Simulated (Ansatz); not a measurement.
Base system: Ge in the diamond structure (space group Fd-3m, No. 227; a = 5.676 Å).

Now apply this change: full substitution Ge → Ni, then cell and atoms are relaxed.

Levels (all Ansatz, a first-principles code, PAW, earlier PAW set): PBEsol (420 eV, no SOC); r2SCAN (500 eV, without spin-orbit coupling).

The geometry is relaxed with PBEsol.

PBEsol pressure: 0.0 GPa
PBEsol largest site moment: 0.83 μB
PBEsol magnetic state: ferromagnetic

With r2SCAN at the same geometry, the pressure goes from zero to 1.1 GPa; the largest site moment rises by 0.09 μB (0.83 μB → 0.92 μB); the magnetic state remains ferromagnetic.

Other magnetic orders, which the real material may have, were not ruled out. Single points use the geometry relaxed with PBEsol. Their cutoffs differ, which shifts pressures a little. No phonon test of stability was made. As relaxed here, Ni is a hypothetical phase, not in the database extracts checked.
